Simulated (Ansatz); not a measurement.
Take LiH in the rock salt structure (space group Fm-3m, No. 225; a = 4.007 Å) as the base.

Level of theory: PBE (Ansatz, a first-principles code), no spin-orbit coupling.

For the base:

| Quantity | Value |
|---|---|
| Volume per atom | 8.04 Å³ |
| Band gap | 2.98 eV |

Modification: cell and atoms relaxed at a pressure of 10 GPa.

**Question.** How does this affect the hole mass?

**Answer.** The hole mass comes out as 0.12 mₑ along k, 2.9 mₑ across (at X).

**Question.** What happens to the volume per atom?

**Answer.** The volume per atom falls by 1.447 Å³ (8.04 Å³ → 6.60 Å³).

**Question.** What happens to the band gap?

**Answer.** The band gap drops by 0.187 eV to 2.80 eV.

Load acts through the strain it causes; cell and atoms are relaxed under it. Effective masses come from finite differences of ±0.01 Å⁻¹. Along k means along the line from Γ to the band edge. Stability against distortions was not tested. No other phases were tried under pressure.
